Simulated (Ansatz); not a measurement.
A free linear chain of Fe atoms, stretched and compressed along its axis from its relaxed period of 4.542 Å, atoms relaxed at each length.

The numbers are results of PBE (plane waves to 420 eV, PAW; Ansatz, a first-principles code), not measurements. Mesh 1×1×68. Collinear spin, started with parallel moments, and moments remain. Periodic along z alone, with about 11 Å of vacuum beside it. A hypothetical model. Only distortions within the start's symmetry and period were free. Pairing along the axis, which can open a gap, is among the distortions not tried. No Hubbard term is applied. Fermi–Dirac width 0.02 eV. Buckling under compression is shut out by symmetry and the short period. Energies are free energies at a Fermi–Dirac width of 0.02 eV, from the unstrained cell.

```csv
strain (%),energy (meV a period),axial force (nN)
-3.0,+34,-0.82
-1.5,+8,-0.38
0.0,0,-0.01
+1.5,___,___
+3.0,___,___
```

Task: Some entries are withheld; supply them.

Result: 
- +1.5, energy (meV a period): +7
- +1.5, axial force (nN): +0.34
- +3.0, energy (meV a period): +27
- +3.0, axial force (nN): +0.61
